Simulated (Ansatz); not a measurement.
The reference is ZrO2 in the fluorite structure (space group Fm-3m, No. 225; a = 5.0893 Å).

Levels (all Ansatz, a quantum-chemistry and plane-wave program, PAW): r2SCAN (500 eV, spin-orbit coupling left out); HSE06 (420 eV, no spin-orbit coupling).

The geometry is relaxed with r2SCAN.

| Property | Result |
|---|---|
| r2SCAN lowest conduction level above the VBM at special points | Γ 3.89 eV; X 4.29 eV; L 4.50 eV |

Problem. Predict the lowest conduction level above the VBM at special points from HSE06.

Solution. The lowest conduction level above the VBM at special points becomes Γ 4.98 eV; X 5.38 eV; L 5.66 eV (r2SCAN: Γ 3.89 eV; X 4.29 eV; L 4.50 eV).

Single points use the geometry relaxed with r2SCAN. HSE06 gaps are upper bounds (no full band path). The levels and masses belong to the bands next to the band gap. No phonon test of stability was made. This is not the structure that ZrO2 has at room temperature and ambient pressure.
